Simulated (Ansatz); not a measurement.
Worked example: self-consistent single point of Rb₃Ba (P1, 4 atoms in the cell) in Ansatz (a first-principles code).

Method: PBEsol, PAW files made with PBE (plane waves; Ansatz).

The change in words: atoms moved at random. Reference geometry:
```yaml
crystal:
  lattice:
    - [0.00000, 5.46259, 5.46259]
    - [5.46259, 0.00000, 5.46259]
    - [5.46259, 5.46259, 0.00000]
  atoms:
    - { symbol: Rb, position: [0.25000, 0.25000, 0.25000] }
    - { symbol: Rb, position: [0.75000, 0.75000, 0.75000] }
    - { symbol: Rb, position: [0.50000, 0.50000, 0.50000] }
    - { symbol: Ba, position: [0.00000, 0.00000, 0.00000] }
```

Reference input (self-consistent single point, DFT, PBEsol, plane waves, PAW files made with PBE): basis.ecutwfc = 420 eV; kpoints.mp_grid.grid = 4 4 4; hamiltonian.xc = pbesol; hamiltonian.pseudopotentials = {kind: paw} (the program's default PAW files); scf.occupations.method = fermi_dirac; scf.occupations.width = 0.05 eV. This run's input differs from it in these lines:

Ansatz 0.2 input:
```diff
@@ -7,6 +7,6 @@
   atoms:
-    - { symbol: Rb, position_ang: [2.731297, 2.731297, 2.731297] }
-    - { symbol: Rb, position_ang: [8.193891, 8.193891, 8.193891] }
-    - { symbol: Rb, position_ang: [5.462594, 5.462594, 5.462594] }
-    - { symbol: Ba, position_ang: [0.000000, 0.000000, 0.000000] }
+    - { symbol: Rb, position_ang: [2.674349, 2.729915, 2.751028] }
+    - { symbol: Rb, position_ang: [8.192656, 8.157985, 8.152610] }
+    - { symbol: Rb, position_ang: [5.431190, 5.479774, 5.482106] }
+    - { symbol: Ba, position_ang: [0.089587, 0.020108, 0.002038] }
 basis:
```

Output, abridged:

```
SCF iter   1: F=—  HF=-15513.167594 eV  |F-HF|=—  |Δ(HF+E_count)|=         —  Δρ=2.56e-3  dr2=5.35e-2  ethr=3.10e-3  ⟨swp⟩=8.4  Hψ=4415  notcnv=0
all-band conjugate gradients solve this SCF's bands
preconditioner: auto → Kerker (q_TF=auto, 1.898 Å⁻¹)
SCF iter   2: F=—  HF=-15513.163847 eV  |F-HF|=—  |Δ(HF+E_count)|=   3.75e-3  Δρ=1.63e-3  dr2=2.47e-2  ethr=1.45e-4  ⟨swp⟩=2.6  Hψ=1540  notcnv=0
SCF iter   3: F=—  HF=-15513.162353 eV  |F-HF|=—  |Δ(HF+E_count)|=   1.49e-3  Δρ=5.35e-4  dr2=2.05e-3  ethr=6.67e-5  ⟨swp⟩=2.0  Hψ=1406  notcnv=0
SCF iter   4: F=—  HF=-15513.162450 eV  |F-HF|=—  |Δ(HF+E_count)|=   9.63e-5  Δρ=1.33e-4  dr2=1.23e-4  ethr=5.55e-6  ⟨swp⟩=2.1  Hψ=1357  notcnv=0
SCF iter   5: F=—  HF=-15513.162452 eV  |F-HF|=—  |Δ(HF+E_count)|=   2.41e-6  Δρ=3.71e-5  dr2=1.76e-5  ethr=3.31e-7  ⟨swp⟩=2.0  Hψ=940  notcnv=0
SCF iter   6: F=—  HF=-15513.162388 eV  |F-HF|=—  |Δ(HF+E_count)|=   6.37e-5  Δρ=1.20e-5  dr2=1.42e-6  ethr=4.77e-8  ⟨swp⟩=2.0  Hψ=969  notcnv=0
SCF iter   7: F=-15513.162388 eV  HF=-15513.162388 eV  |F-HF|=3.72e-8  |Δ(HF+E_count)|=   2.79e-7  Δρ=2.90e-6  dr2=9.88e-8  ethr=2.70e-10  ⟨swp⟩=5.7  Hψ=4364  notcnv=0
SCF 1 converged in 7 iterations: F = -15513.162388 eV  dr2 = 9.88e-8
Free energy (F): -15513.162388 eV
Internal energy: -15513.107017 eV  (E = F + TS)
E sigma→0 (E₀):  -15513.134702 eV
Entropy (-TS):   -0.055371 eV (-13.843 meV/atom)
Fermi energy:    2.726050 eV
--- Forces (eV/Å), atoms counted from 1 ---
  atom   1  Rb     0.05099347     0.00759849    -0.00662121
  atom   2  Rb     0.01893297     0.02646931     0.02475533
  atom   3  Rb     0.00754188    -0.01329176    -0.01229704
  atom   4  Ba    -0.07746947    -0.02077669    -0.00583555
--- Stress (GPa, compression-positive) ---
       -0.105669      -0.005428      -0.004085
       -0.005428      -0.103546       0.008131
       -0.004085       0.008131      -0.102371
  P = ⅓ Tr σ = -0.1039 GPa (-1.039 kbar)
  The stress holds the Pulay correction. Without it, at fixed plane waves, as pw.x and ABINIT print it: P = -0.1047 GPa
```

The run converged in 7 iterations. Against the reference run the free energy goes up by 1.7 meV/atom, the pressure hardly changes (-0.11 to -0.10 GPa) and the largest force goes from 0.000 to 0.080 eV/Å.

The starting cell comes from a database of computed structures (which also holds hypothetical and non-ambient phases and stackings), without a prior relaxation at this level. Its lattice was rescaled by a random factor within 2.5 % of one. For this run, on top of that: atoms moved at random. Ansatz's pressure includes its estimate of the finite-basis (Pulay) stress.
